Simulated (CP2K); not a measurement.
A self-consistent single point of ScBPt3 (Pm-3m, 5 atoms in the cell) with CP2K.

Method: PBEsol, GPW, DZVP-MOLOPT-SR-GTH basis, GTH-PBE potentials (GTH_POTENTIALS) (CP2K).

```xyz
5
Lattice="4.2703 0.0000 0.0000 0.0000 4.2703 0.0000 0.0000 0.0000 4.2703" Properties=species:S:1:pos:R:3 pbc="T T T"
Sc     0.0000     0.0000     0.0000
B      2.1351     2.1351     2.1351
Pt     0.0000     2.1351     2.1351
Pt     2.1351     0.0000     2.1351
Pt     2.1351     2.1351     0.0000
```

Reference input (self-consistent single point, DFT PBEsol, GPW, DZVP-MOLOPT-SR-GTH basis, GTH-PBE potentials (GTH_POTENTIALS)): CUTOFF = 600 Ry; REL_CUTOFF = 50 Ry; SMEAR/METHOD = GAUSSIAN; SIGMA = 0.05 eV; KPOINTS/SCHEME = MONKHORST-PACK 5 5 5; XC_FUNCTIONAL = PBE:PBESOL; Sc/BASIS_SET = DZVP-MOLOPT-SR-GTH; Sc/POTENTIAL = GTH-PBE-q11; B/BASIS_SET = DZVP-MOLOPT-SR-GTH; B/POTENTIAL = GTH-PBE-q3; Pt/BASIS_SET = DZVP-MOLOPT-SR-GTH; Pt/POTENTIAL = GTH-PBE-q18. This run's input differs from it in these lines:

```diff
@@ -40,3 +40,4 @@
     &KPOINTS
-      SCHEME MONKHORST-PACK 5 5 5
+      SCHEME MONKHORST-PACK 6 6 6
+      GAMMA_CENTERED T
     &END KPOINTS
```

Output (repeated stretches shortened):

```
 SCF WAVEFUNCTION OPTIMIZATION

  Step     Update method      Time    Convergence         Total energy    Change
     1 NoMix/Diag. 0.30E+00      -     1.87577049      -411.1262769211 -4.11E+02
     2 Broy./Diag. 0.30E+00      -     0.10846530      -415.6640095843 -4.54E+00
     3 Broy./Diag. 0.30E+00      -     0.10808496      -412.6595201534  3.00E+00
     4 Broy./Diag. 0.30E+00      -     0.02835759      -410.1762730317  2.48E+00
     5 Broy./Diag. 0.30E+00      -     0.00715291      -409.7018261582  4.74E-01
     6 Broy./Diag. 0.30E+00      -     0.01037739      -409.7818388681 -8.00E-02
   [... 4 lines left out ...]
    11 Broy./Diag. 0.30E+00      -     0.00001290      -409.7483722355 -1.24E-04
    12 Broy./Diag. 0.30E+00      -     0.00001815      -409.7482969752  7.53E-05
    13 Broy./Diag. 0.30E+00      -     0.00000126      -409.7482265386  7.04E-05
    14 Broy./Diag. 0.30E+00      -     0.00000098      -409.7482360022 -9.46E-06
  *** SCF run converged in    14 steps ***

  Overlap energy of the core charge distribution:               0.00000004984237
  Self energy of the core charge distribution:               -643.11007732104736
  Core Hamiltonian energy:                                    144.85717743601299
  Hartree energy:                                             130.38408313788068
  Exchange-correlation energy:                                -41.87923837178716
  Smearing free energy correction:                             -0.00018093373743
  Fermi energy:                                                 0.46701420542785

  Total energy:                                              -409.74823600217599
  Total energy (extrapolated to sigma->0):                   -409.74814553530729

                     Mulliken Population Analysis

   [... lines left out ...]

 STRESS| Analytical stress tensor [bar]
 STRESS|                        x                   y                   z
 STRESS|      x       -8.11446485795E+04  -3.88409633499E-05  -3.88410877087E-05
 STRESS|      y       -3.88409633499E-05  -8.11446603617E+04  -3.88425741131E-05
 STRESS|      z       -3.88410877087E-05  -3.88425741131E-05  -8.11446557325E+04
 STRESS| 1/3 Trace                                            -8.11446548912E+04
```

The run converged in 14 iterations. Against the reference run the free energy goes down by 9.4 meV/atom and the pressure hardly changes (-8.06 to -8.11 GPa).

The starting cell comes from a database of computed structures (which also holds hypothetical and non-ambient phases and stackings), without a prior relaxation at this level. Its lattice was rescaled by a random factor within 2.5 % of one. Spin polarisation is off. Values carry the incompleteness of an atom-centred basis. The potentials were made for another functional than the one used. With a pressure of about -8 GPa the cell is away from its equilibrium volume at this level.

Cost on one core of a shared machine: roughly 60 s.
